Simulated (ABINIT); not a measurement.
# Several settings converged on Se (C2, 3 atoms in the cell)

```
CELL_PARAMETERS angstrom
      2.19156    -3.79589     0.00000
      2.19156     3.79589     0.00000
      0.00000     0.00000     4.96485
ATOMIC_POSITIONS crystal
  Se 0.00000 0.22500 0.66667
  Se 0.78641 0.78641 0.00000
  Se 0.22500 0.00000 0.33333
```

Base method: LDA (PW92), norm-conserving pseudopotentials (PseudoDojo nc-sr-04 LDA standard) (plane waves; ABINIT).

Base settings: pseudos = [Se.upf]; ecut = 1170 eV; ixc = 7; occopt = 3; tsmear = 0.00036749 Ha; ngkpt = 3 3 2; nshiftk = 1; shiftk = 0 0 0; potentials = PseudoDojo nc-sr-04 LDA standard; nband = 31.

The count of work is k-points × plane waves × bands × iterations; it is no time. 

**The k-point mesh**

Only quantities that move along the ladder and can be compared are tabulated.

```csv
ngkpt,free energy less the last step's (meV/atom),pressure (GPa),largest difference of a force vector from the last step's (eV/Å),gap on the mesh (eV),count of work / last
2 2 1,-309.56,-3.11,1.790,2.195,0.014
3 3 2,39.75,-0.29,0.182,1.073,0.062
3 3 3,4.30,-0.54,0.034,1.424,0.085
5 5 4,0.70,-0.63,0.004,1.106,0.28
6 6 5,0.04,-0.63,0.002,1.219,0.47
7 7 5,-0.16,-0.64,0.001,1.175,0.56
8 8 7,0.00,-0.64,0.000,1.133,1.0
```

Coarsest ngkpt that holds the pressure within 0.2 GPa of the last step, with all finer ones: 3 3 3, at 0.085 of the last step's count of work; the step before is off by 0.34 GPa.

Coarsest ngkpt that holds the free energy within 5 meV/atom of the last step, with all finer ones: 3 3 3, at 0.085 of the last step's count of work; the step before is off by 40 meV/atom.

The gap on the mesh jumps up and down from mesh to mesh; it is no smooth measure of convergence.

**The width of Fermi-Dirac smearing**

The mesh stays at the base's, so the ladder's end is converged at best in this setting alone.

Only quantities that move along the ladder and can be compared are tabulated; the gap is left out on so coarse a mesh.

```tsv
tsmear	free energy less the last step's (meV/atom)	pressure (GPa)	largest difference of a force vector from the last step's (eV/Å)
0.0367493 Ha	-695.14	5.22	1.097
0.0183747 Ha	-104.25	0.86	0.215
0.00734986 Ha	-3.89	-0.23	0.007
0.00367493 Ha	-0.10	-0.29	0.001
0.00073499 Ha	0.00	-0.29	0.000
```

Widest tsmear that holds the pressure within 0.1 GPa of the last step, with all finer ones: 0.00734986 Ha; the step before is off by 1.2 GPa.

Widest tsmear that holds the free energy within 0.5 meV/atom of the last step, with all finer ones: 0.00367493 Ha; the step before is off by 3.9 meV/atom.

Widest tsmear that holds the forces within 0.02 eV/Å of the last step, with all finer ones: 0.00734986 Ha; the step before is off by 0.22 eV/Å.

On the base run: the starting cell has typed, rounded lattice constants, without a prior relaxation at this level. Its lattice was rescaled by up to half a per cent. One atom was moved a little off its site on purpose.
